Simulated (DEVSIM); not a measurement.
System: Schottky contact on n-type GaAs, at 300 K.

Layer 1 from the left is GaAs, thickness (μm) 11.0, Nd (cm⁻³) 7.6e15, τn (s) 7.6e-9, τp (s) 7.6e-9.

Left contact: Schottky, work function 4.81 eV, emission velocity 1.8e6 cm/s. Right contact: ohmic. Voltage is applied to the left contact. Recombination: SRH at mid-gap, radiative, Auger. Mobility is μmin + (μ − μmin)/(1 + (N/Nref)^α).

The device is made up for the run: typed textbook-type constants, with dimensions and the other settings drawn at random. Values at 300 K.

GaAs: gap (eV) 1.424, affinity (eV) 4.07, permittivity 12.9, Nc (cm⁻³) 4.7e17, Nv (cm⁻³) 9e18, μn (cm²/Vs) 8500, μp (cm²/Vs) 400, μn,min 500, μp,min 20, Nref,n 6e16, Nref,p 1.5e17, αn 0.39, αp 0.38, B (cm³/s) 2e-10, Cn (cm⁶/s) 1e-30, Cp (cm⁶/s) 1e-30.

Simulated with DEVSIM: 1D drift-diffusion, Boltzmann statistics, complete ionisation; no tunnelling, impact ionisation, image-force lowering or self-heating. Metal contacts follow the ideal Schottky-Mott rule: no Fermi-level pinning, no interface dipoles.

Dark forward current:

| |V| (V) | |J| (A/cm²) |
|---|---|
| 0.05 | 2.945e-7 |
| 0.10 | 2.330e-6 |
| 0.15 | 1.640e-5 |
| 0.20 | 0.0001137 |
| 0.25 | 0.0007862 |
| 0.30 | 0.005434 |
| 0.35 | 0.03754 |
| 0.40 | 0.2589 |
| 0.45 | 1.770 |
| 0.50 | 11.52 |
| 0.55 | 59.89 |
| 0.60 | 191.9 |
| 0.65 | 399.1 |
| 0.70 | 649.2 |
| 0.75 | 922.9 |
| 0.80 | 1211 |
| 0.85 | 1508 |
| 0.90 | 1811 |
| 0.95 | 2119 |

### Question
Work out the local ideality factor n = ΔV / (kT/q · ln(J2/J1)) between the rows 0.15 and 0.20 V, 0.90 and 0.95 V.

### Answer
kT/q = 25.85 mV. From 0.15 to 0.20 V: ln(0.0001137/1.640e-5) = 1.936, n = 1.00, near the 1 of diffusion or emission over a barrier. From 0.90 to 0.95 V: ln(2119/1811) = 0.157, n = 12.31; the layers' resistance at their doping, Σ W/(qμN) = 0.00015 Ω cm², would take 46 mV of this step of 50 mV.

### Question
Estimate the current at 0.30 V for emission alone, J0 = q v N_band exp(−φB/kT), and read the barrier back from the simulated current.

### Answer
φB = 0.740 eV, N_band = 4.70e17 cm⁻³, J0 = 5.01e-8 A/cm²; J = J0 (exp(qV/kT) − 1) = 0.00549 A/cm². The simulation gives 0.00543 A/cm²; the estimate lies 1.1 % above. Read backwards, the simulated current gives an apparent barrier of 0.740 eV. The estimate leaves out transport through the depletion region and minority injection.
